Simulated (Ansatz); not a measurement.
YN in the rock salt structure (space group Fm-3m, No. 225)

```cif
data_NY
_chemical_formula_sum 'N1 Y1'
_space_group_name_H-M_alt 'P 1'
_space_group_IT_number 1
_cell_length_a 3.46176
_cell_length_b 3.46176
_cell_length_c 3.46176
_cell_angle_alpha 60.000
_cell_angle_beta 60.000
_cell_angle_gamma 60.000
loop_
_space_group_symop_operation_xyz
  'x, y, z'
loop_
_atom_site_label
_atom_site_type_symbol
_atom_site_fract_x
_atom_site_fract_y
_atom_site_fract_z
_atom_site_occupancy
N1 N 0.00000 0.00000 0.00000 1
Y1 Y 0.50000 0.50000 0.50000 1
```

Level of theory: r2SCAN (Ansatz, a first-principles code, PAW, spin-orbit coupling left out). Γ-centred 12×12×12 mesh, Fermi–Dirac width 0.05 eV.

The volume per atom is 14.67 Å³ and the density is 5.83 g/cm³. The band gap is 0.58 eV, indirect, Γ → X and the electron mass comes out as 1.3 mₑ along k, 0.15 mₑ across. The hole mass (degenerate bands, along [100]) comes out as 0.17, 1.1, 1.1 mₑ and the lowest conduction-band minima above the VBM is X along ⟨100⟩ 0.58 eV. The total energy is -2124.238 eV/atom (σ→0; compares only within this code and set-up).

Masses are band curvatures over ±0.01 Å⁻¹ around the edge. Along k means along the line from Γ to the band edge. Whether these cells are dynamically stable was not tested.
